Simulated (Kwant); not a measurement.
Model system: wire with a side stub in a In0.53Ga0.47As two-dimensional gas. Effective mass 0.041 mₑ, grid spacing 3.3 nm, hard walls, nominal width 80 nm (25 grid rows, so walls 85.8 nm apart), one parabolic valley, scattering region 240 nm long along x; energies count from the band bottom; Fermi energy swept from 0.0011464 to 0.013614 eV. Closed stub on one side, 50 nm wide and 150 nm deep.

Constants are typed, rounded textbook-type inputs, not results; the design itself was drawn at random and stands for no fabricated device.

Model: effective-mass tight-binding model on a square grid, one spin, coherent transport at 0 K (Kwant). Conductance is in e²/h.

Question: How many channels do the leads carry at E = 6.28, 8.17, 12.1 meV?

Answer: The hard-wall thresholds are n² ħ²π²/(2mW²) = n² × 1.25 meV with W = 85.8 nm. √(6.28/1.25) = 2.25, so 2. √(8.17/1.25) = 2.56, so 2. √(12.1/1.25) = 3.12, so 3.
